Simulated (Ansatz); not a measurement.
**Effect of isotropic strain +1.62 % on LaRu2**

The parent structure is LaRu$_{2}$ in the cubic Laves (MgCu2 type) structure (space group Fd-3m, No. 227; a = 7.601 Å).

One thing is altered: an isotropic linear strain of +1.62 %, atoms relaxed at fixed cell.

Level of theory: Ansatz (an electronic-structure program) PBEsol, no SOC. k-mesh 11×11×11 (Γ-centred); smearing 0.05 eV (Fermi–Dirac).

* **Volume per atom**: 19.20 Å³ (base 18.29 Å³)
* **Space group**: Fd-3m (No. 227) (base Fd-3m (No. 227))
* **Shortest interatomic distance**: 273.1 pm (base 268.7 pm)
* **Energy relative to the base (free energy F)**: +20 meV/atom
* **Pressure**: -7.0 GPa (base 0.0 GPa)
* **Band gap**: zero (base zero)

Final structure:

```yaml
crystal:
  lattice:
    - [0.00000, 3.86186, 3.86186]
    - [3.86186, 0.00000, 3.86186]
    - [3.86186, 3.86186, 0.00000]
  atoms:
    - { symbol: La, position: [0.25000, 0.25000, 0.25000] }
    - { symbol: La, position: [0.00000, 0.00000, 0.00000] }
    - { symbol: Ru, position: [0.62500, 0.62500, 0.12500] }
    - { symbol: Ru, position: [0.62500, 0.12500, 0.62500] }
    - { symbol: Ru, position: [0.62500, 0.62500, 0.62500] }
    - { symbol: Ru, position: [0.12500, 0.62500, 0.62500] }
```

Cost of the whole job for the changed cell (relaxation, final SCF and bands): roughly 50 core-seconds.

Whether these cells are dynamically stable was not tested. All final runs are without spin polarisation.
